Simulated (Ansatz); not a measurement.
Base system: ZrSe2 in the fluorite structure (space group Fm-3m, No. 225; a = 6.508 Å; a hypothetical phase, not in the database extracts checked).

The other end (x = 1) is ZrC2 in the fluorite structure (space group Fm-3m, No. 225; a hypothetical phase, not in the database extracts checked): 12.36 Å³/atom, gap zero; this end may not be an ambient phase.

The values are results of PBEsol/PAW in Ansatz (a first-principles code), scalar-relativistic without spin-orbit coupling, earlier PAW set, not measurements.

C replaces a fraction x of Se; each row is one arrangement (x, atoms in the cell, starting space group or random), fully relaxed.

One change was made to it. Results:

The mixing energy amounts to -0.13 eV/atom (to 0.01 eV only: unlike meshes or grids) (against an end that may be hypothetical); the deviation of the volume from the linear (Vegard-type) interpolation comes out as -3.4 %; the shortest interatomic distance falls by 0.633 Å to 2.185 Å.

Problem. Name the change that was made.
A. x(C) = 0.5, 6 atoms, P4/nmm
B. x(C) = 0.75, 6 atoms, P-4m2
C. x(C) = 0.25, 6 atoms, R3m
D. x(C) = 0.5, 6 atoms, R-3m

Solution. B, x(C) = 0.75, 6 atoms, P-4m2. For comparison, the mixing energy in the other runs: x(C) = 0.5, 6 atoms, R-3m gives +0.09 eV/atom; x(C) = 0.25, 6 atoms, R3m gives +0.12 eV/atom; x(C) = 0.5, 6 atoms, P4/nmm gives -0.34 eV/atom.

Each cell is one ordered arrangement of few atoms, which overstates ordering effects compared with a random alloy. No phonon test of stability was made. All final runs are without spin polarisation. ZrC2, ZrSeC and Zr2Se3C have a high density of states at the Fermi level and may be magnetic at this level. Under x(C) = 0.75, 6 atoms, P-4m2 and x(C) = 0.5, 6 atoms, R-3m the cell changed shape so far that it is another structure.
